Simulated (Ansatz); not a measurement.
Structure of amorphous Si24O48Ag3 (periodic cell):

```yaml
crystal:
  lattice:
    - [10.44480, 0.00000, 0.00000]
    - [0.00000, 10.44480, 0.00000]
    - [0.00000, 0.00000, 10.44480]
  atoms:
    - { symbol: Si, position: [0.82725, 0.27858, 0.96196] }
    - { symbol: Si, position: [0.95658, 0.75618, 0.54192] }
    - { symbol: Si, position: [0.38116, 0.61925, 0.93365] }
    - { symbol: Si, position: [0.99907, 0.81318, 0.17193] }
    - { symbol: Si, position: [0.98786, 0.34408, 0.21579] }
    - { symbol: Si, position: [0.00189, 0.32784, 0.72192] }
    - { symbol: Si, position: [0.45203, 0.11808, 0.82007] }
    - { symbol: Si, position: [0.41037, 0.47549, 0.43282] }
    - { symbol: Si, position: [0.52082, 0.62243, 0.18607] }
    - { symbol: Si, position: [0.27200, 0.90248, 0.89503] }
    - { symbol: Si, position: [0.29352, 0.31911, 0.64097] }
    - { symbol: Si, position: [0.97901, 0.89942, 0.95371] }
    - { symbol: Si, position: [0.46234, 0.94236, 0.40029] }
    - { symbol: Si, position: [0.18530, 0.86352, 0.40485] }
    - { symbol: Si, position: [0.28309, 0.33289, 0.22746] }
    - { symbol: Si, position: [0.87747, 0.60215, 0.32477] }
    - { symbol: Si, position: [0.26878, 0.12964, 0.42096] }
    - { symbol: Si, position: [0.88129, 0.22910, 0.46958] }
    - { symbol: Si, position: [0.74818, 0.95685, 0.42473] }
    - { symbol: Si, position: [0.65601, 0.52635, 0.94586] }
    - { symbol: Si, position: [0.70592, 0.01073, 0.91642] }
    - { symbol: Si, position: [0.61922, 0.90383, 0.18439] }
    - { symbol: Si, position: [0.83060, 0.58417, 0.72292] }
    - { symbol: Si, position: [0.69327, 0.47067, 0.48492] }
    - { symbol: O, position: [0.63576, 0.93037, 0.03188] }
    - { symbol: O, position: [0.34161, 0.83708, 0.41181] }
    - { symbol: O, position: [0.28275, 0.18401, 0.27684] }
    - { symbol: O, position: [0.55053, 0.41231, 0.46735] }
    - { symbol: O, position: [0.49162, 0.97156, 0.24758] }
    - { symbol: O, position: [0.33120, 0.75794, 0.86919] }
    - { symbol: O, position: [0.60172, 0.91459, 0.47083] }
    - { symbol: O, position: [0.60087, 0.75383, 0.21296] }
    - { symbol: O, position: [0.34603, 0.45764, 0.58182] }
    - { symbol: O, position: [0.96776, 0.24837, 0.33898] }
    - { symbol: O, position: [0.63267, 0.54256, 0.10115] }
    - { symbol: O, position: [0.97873, 0.95669, 0.10495] }
    - { symbol: O, position: [0.91010, 0.71621, 0.68634] }
    - { symbol: O, position: [0.73117, 0.56411, 0.36362] }
    - { symbol: O, position: [0.94272, 0.26608, 0.85449] }
    - { symbol: O, position: [0.94008, 0.47134, 0.71780] }
    - { symbol: O, position: [0.74311, 0.95620, 0.26737] }
    - { symbol: O, position: [0.52186, 0.56910, 0.87733] }
    - { symbol: O, position: [0.78539, 0.34841, 0.47935] }
    - { symbol: O, position: [0.95270, 0.49145, 0.24906] }
    - { symbol: O, position: [0.12308, 0.81028, 0.26779] }
    - { symbol: O, position: [0.10511, 0.80498, 0.52746] }
    - { symbol: O, position: [0.79714, 0.09842, 0.46826] }
    - { symbol: O, position: [0.88395, 0.73321, 0.23953] }
    - { symbol: O, position: [0.16071, 0.01699, 0.41372] }
    - { symbol: O, position: [0.71272, 0.37967, 0.92626] }
    - { symbol: O, position: [0.13614, 0.34703, 0.16459] }
    - { symbol: O, position: [0.27717, 0.51131, 0.90075] }
    - { symbol: O, position: [0.40449, 0.36963, 0.14399] }
    - { symbol: O, position: [0.23043, 0.23510, 0.52553] }
    - { symbol: O, position: [0.76897, 0.60724, 0.86596] }
    - { symbol: O, position: [0.16002, 0.33741, 0.73108] }
    - { symbol: O, position: [0.75581, 0.14325, 0.97952] }
    - { symbol: O, position: [0.60120, 0.04288, 0.80178] }
    - { symbol: O, position: [0.40692, 0.07147, 0.46622] }
    - { symbol: O, position: [0.85342, 0.85848, 0.48467] }
    - { symbol: O, position: [0.40265, 0.65175, 0.08734] }
    - { symbol: O, position: [0.46217, 0.58686, 0.32980] }
    - { symbol: O, position: [0.84378, 0.93342, 0.88043] }
    - { symbol: O, position: [0.71665, 0.54866, 0.61996] }
    - { symbol: O, position: [0.40609, 0.23271, 0.71161] }
    - { symbol: O, position: [0.96652, 0.23621, 0.60079] }
    - { symbol: O, position: [0.95397, 0.62404, 0.45858] }
    - { symbol: O, position: [0.89508, 0.30742, 0.09773] }
    - { symbol: O, position: [0.11008, 0.92066, 0.86992] }
    - { symbol: O, position: [0.34498, 0.00087, 0.79556] }
    - { symbol: O, position: [0.99586, 0.75030, 0.02061] }
    - { symbol: O, position: [0.28587, 0.42218, 0.35598] }
    - { symbol: Ag, position: [0.22909, 0.29706, 0.94633] }
    - { symbol: Ag, position: [0.46028, 0.22427, 0.01557] }
    - { symbol: Ag, position: [0.10154, 0.59234, 0.94603] }
```

Methods: PBE, scalar-relativistic without spin-orbit coupling (Ansatz, a first-principles code); r2SCAN, scalar-relativistic without spin-orbit coupling (Ansatz); HSE06, scalar-relativistic without spin-orbit coupling (Ansatz). Neutral PBE cell, which sets geometry, pressure and energy: sampling: a 2×2×2 Γ-centred mesh; Fermi-Dirac width 0.02 eV; collinear spin, started from a total moment of 1 μB. In the spin-polarised cell the level spacing at the Fermi energy can part levels of unlike spin. Exact exchange is cut at the faces of this 10 Å cell, which leaves hybrid gaps a finite-size error.

A CHGNet melt-quench gave the starting glass, which DFT then relaxed. O atoms were pushed apart under 1.9 Å during the dynamics, to hinder bonds among them. The hot cell started wider than the set density and was brought back towards it in steps. It is the lowest in DFT energy of 2 quenches. It is a model cell: composition and starting density were chosen by hand, and all elements were melted together. No dispersion term was used. Its density started from a set value of 2.57 and ended at 2.57 g/cm³. The simulated quench (nominally 480 K/ps over its main leg) is rapid and tends to freeze in more defects than a deposited or slowly cooled glass has. A cell of this size samples the disorder only roughly. The volume was held where the preparation left it.

Question: Give the pressure, the energy against reference phases and the spacing of the highest filled and lowest empty levels.

Answer: 
| Quantity | Value |
|---|---|
| Pressure on a 2×2×2 Γ-centred mesh | -0.93 GPa |
| Largest force and stress component on that mesh (the relaxation ran on the zone centre alone) | 0.09 eV/Å and 3.5 GPa |
| Energy relative to alpha cristobalite + fcc Ag (lowest mix at this level among the phases computed, not always the ambient ones) | 231 meV/atom |
| Level spacing at the Fermi energy on a 2×2×2 Γ-centred mesh (PBE) | 1.53 eV |
| Level spacing at the Fermi energy at the zone centre (PBE) | 1.53 eV |
| Level spacing at the Fermi energy at the zone centre (r2SCAN) | 2.16 eV |
| Level spacing at the Fermi energy at the zone centre (HSE06) | 2.82 eV |
| Distance between the nearest levels spread over more than a fifth of the atoms or a third of the atoms of their main element (six at least) (PBE, zone centre) | 2.61 eV |
| Net moment | 1.00 μB |

Question: At PBE and the zone centre, how localised are the states just below and above the Fermi level (participation number: the atoms over which a state spreads)?

Answer: The highest filled state is spread over 3.7 atoms' worth, largest on Si10, with weights by element (charge in smoothed Voronoi cells) Si 0.55, O 0.36, Ag 0.10. The lowest empty state is spread over 5.6 atoms' worth, largest on Si10, with weights by element (charge in smoothed Voronoi cells) Si 0.48, O 0.41, Ag 0.11.

At PBE the levels at both edges of the gap are localised (band-tail or defect states), and the nearest spread-out levels lie 2.6 eV apart at the zone centre.

Neighbours within Si-Si 2.60 Å, Si-O 1.92 Å, Si-Ag 2.82 Å, O-O 1.58 Å, O-Ag 2.53 Å, Ag-Ag 3.19 Å count as bonded. Two cations that share two anions don't count as bonded, nor two that share one unless they lie closer than Si-Si 2.38 Å, Si-Ag 2.74 Å, Ag-Ag 3.10 Å.

Added carriers, by PBE, scalar-relativistic without spin-orbit coupling run with Ansatz on the zone centre alone. Charged cells keep the cell fixed and stand in a uniform background, with no image correction, at a width of 0.01 eV; where the count is odd the moment is locked at 1 μB, unless the neutral cell bore moments. Each starts from the undistorted neutral geometry alone. PBE's self-interaction favours spread-out carriers, so it can miss traps that a hybrid finds.

Question: What happens at PBE when the cell takes an extra electron and the atoms relax?

Answer: Relaxation lowers the charged cell by 0.55 eV. The largest moves are Si10 0.28 Å, Ag75 0.12 Å, O70 0.11 Å, O69 0.10 Å. No bond crosses its cut-off with a change of over 0.15 Å (metal-metal contacts aside). Made neutral again at that geometry, the cell lies +0.82 eV from the neutral start.

Question: What happens at PBE when the cell takes a hole and the atoms relax?

Answer: Relaxation lowers the charged cell by 1.08 eV. The largest moves are Ag75 0.51 Å, Si10 0.50 Å, O30 0.19 Å, Ag73 0.18 Å. No bond crosses its cut-off with a change of over 0.15 Å (metal-metal contacts aside). Made neutral again at that geometry, the cell lies +1.10 eV from the neutral start.

A PBE run started with 1 μB on atoms that lack a bond or may hold spare charge kept moments, at no lower energy.
